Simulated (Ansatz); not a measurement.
The reference is KCl in the rock salt structure (space group Fm-3m, No. 225; a = 6.2427 Å). Axes: x, y, z lie along the cube axes.

Method: Ansatz (a quantum-chemistry and plane-wave program) PBEsol, scalar-relativistic without spin-orbit coupling.

Before the change:

| Property | Result |
|---|---|
| Band gap | 5.10 eV |

The change: tensor shear ε_xy = +1.14 % (engineering shear γ = 0.0228); the atoms relax in the strained cell.

**Question.** Predict the new stress.

**Answer.** The stress (xx, yy, zz, yz, xz, xy; compression positive) is (0.01, 0.01, 0.01, 0.00, 0.00, -0.15) GPa.

**Question.** Predict the new energy relative to the base.

**Answer.** The energy rises by 0.3 meV/atom.

**Question.** Predict the new band gap.

**Answer.** The band gap drops by 0.02 eV to 5.08 eV.

Whether these cells are dynamically stable was not tested.
